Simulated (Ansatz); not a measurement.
Abridged Ansatz (a program for electronic structure) output:

```
Relaxation: its limit of steps is 50 (relax.max_steps)
Pseudopotential: Zr, paw, valence charge 12
Pseudopotential: O, paw, valence charge 6
Crystal: 6 atoms, lattice volume = 69.278 Å³
Basis set: ecut = 420 eV, 1345 PW (Γ), exchange–correlation on 50×50×72 points (8 copies of the dense FFT grid, shifted against one another)
Bands: 30, of which v1, the nominal top of the filled ones, is band 24 counted from 1 (23 counted from 0)
Symmetry: 16 space group operations
k-points: 60 of 486
Functional: x = pbe(κ = 0.804, μ = 0.2195149727645171), c = pbe(β = 0.06672455060314922)
SCF iter   1: F=—  HF=-10648.077676 eV  |F-HF|=—  |Δ(HF+E_count)|=         —  Δρ=5.73e-2  dr2=2.08e0  ethr=3.10e-3  ⟨swp⟩=5.5  Hψ=7297  notcnv=0
SCF iter   2: F=—  HF=-10647.913205 eV  |F-HF|=—  |Δ(HF+E_count)|=   1.64e-1  Δρ=3.34e-2  dr2=5.31e-1  ethr=3.10e-3  ⟨swp⟩=2.4  Hψ=3156  notcnv=0  defer=113
SCF 1 converged in 8 iterations: F = -10647.919664 eV  dr2 = 2.15e-9
relax step   1: F+E_penalty+E_count = -10647.91966387 eV  Δ(F+E_penalty+E_count) = +0.000e0 eV  max|allowed force component| = 2.141e-4 eV/Å  Δτ_max = 0.0000 Å  P = +0.000 GPa  Ω = 69.278 Å³  (8 SCF iters, dr2 threshold 1.00e-7 eV, accepted)
[... steps on the carried basis left out ...]
relax step  10: F+E_penalty+E_count = -10647.89996377 eV  Δ(F+E_penalty+E_count) = +6.521e-5 eV  max|allowed force component| = 2.211e-5 eV/Å  Δτ_max = 0.0000 Å  P = +1.663 GPa  Ω = 68.235 Å³  stress off target by 8.01e-3 GPa  SCF on the basis re-selected at this cell (its energy is not comparable with the rows above)  (7 SCF iters)
SCF converged after 7 iterations
Free energy (F): -10647.899964 eV
Internal energy: -10647.899964 eV  (E = F + TS)
E sigma→0 (E₀):  -10647.899964 eV
Fermi energy:    13.036583 eV
--- Forces (eV/Å), atoms counted from 1 ---
  atom   1  Zr    -0.00000000     0.00000000    -0.00000000
  atom   2  Zr    -0.00000000     0.00000000     0.00000000
  atom   3  O      0.00000000     0.00000000    -0.00002211
  atom   4  O      0.00000000     0.00000000    -0.00002211
  atom   5  O      0.00000000     0.00000000     0.00002211
  atom   6  O      0.00000000     0.00000000     0.00002211
--- Stress (GPa, compression-positive) ---
       -0.000801       0.000000       0.000000
        0.000000      -0.000801       0.000000
        0.000000       0.000000       4.991993
  P = ⅓ Tr σ = 1.6635 GPa (16.635 kbar)
--- Relaxed structure (8 steps of the walk, 7 accepted, 2 SCFs on fresh bases) ---
  cell:  # Å, volume = 68.2350 Å³
    - [3.6278069431069673, 2.5219958041386763e-34, 0.0]
    - [8.240840990512308e-35, 3.6278069431069673, 0.0]
    - [0.0, 0.0, 5.184644042846331]
  atoms:
    - { symbol: Zr, position: [-1.3332229527482167e-36, 1.0388750281154935e-37, 2.735682184195766e-20] }
    - { symbol: Zr, position: [0.5, 0.5, 0.5] }
    - { symbol: O, position: [-1.6448854611828678e-36, 0.5, 0.1979622512168625] }
    - { symbol: O, position: [2.822277159713754e-36, 0.5, 0.6979622512168624] }
    - { symbol: O, position: [0.5, -1.0388750281155382e-37, 0.30203774878313755] }
    - { symbol: O, position: [0.5, -2.0777500562310764e-37, 0.8020377487831375] }
```

Question: What was computed, and what are the main results?

Answer: ZrO2, 6 atoms in the cell, with Ansatz, PBE, PAW, cutoff 420 eV, spin-orbit coupling left out, earlier PAW set, from a series relaxed to a target (uniaxial stress, 5 GPa compression along z). The last SCF converged to F = -10647.899964 eV, or -1774.6500 eV per atom. The total energy compares only with runs of the same code, potentials and settings.

Load acts through the strain it causes; cell and atoms are relaxed under it. Stability under load was not tested beyond the relaxation. The cell was made from ZrO$_{2}$ (space group P4_2/nmc, No. 137) by this change: uniaxial stress, 5 GPa compression along z. This is not the structure that ZrO2 has at room temperature and ambient pressure.

Keys are those of Ansatz 0.2.
